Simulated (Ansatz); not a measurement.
The starting structures come from a database of crystals and need not be the phases stable at ambient conditions.

 Where the default PAW files enter, the runs use the earlier of Ansatz's two default sets.

The decay constant κ of evanescent states in the gap governs leakage through a thin film.

Data:

```xyz
8
Lattice="5.1351 0.0000 0.0000 -1.2203 6.7069 0.0000 -0.6102 3.3535 3.8407" Properties=species:S:1:pos:R:3 pbc="T T T"
Rb     1.9574     3.3535     0.0000
Bi     0.0000     0.0000     0.0000
F     -1.1131     8.2325     3.3467
F      4.4177     1.8279     0.4940
F      3.0053     5.8286     1.5815
F      0.2993     4.2318     2.2592
F      2.8765     2.9064     2.7532
F      0.4281     7.1539     1.0875
```

Space group of this cell: R-3. The cell is taken as given; by r2SCAN its mean pressure is -1.6 GPa.

Transport runs along the normal of the first two printed cell vectors, the (110) plane of the conventional cell.

The gap is the functional's own. No spin-orbit coupling. Mid-gap values are interpolated on the energy grid.

### Question
Predict the band gap and the smallest decay constant κ at mid-gap from r2SCAN run with Ansatz (an electronic-structure program).

### Answer
Gap 3.58 eV on a 8×8×8 mesh; κ = 0.441 1/Å, at the zone centre.
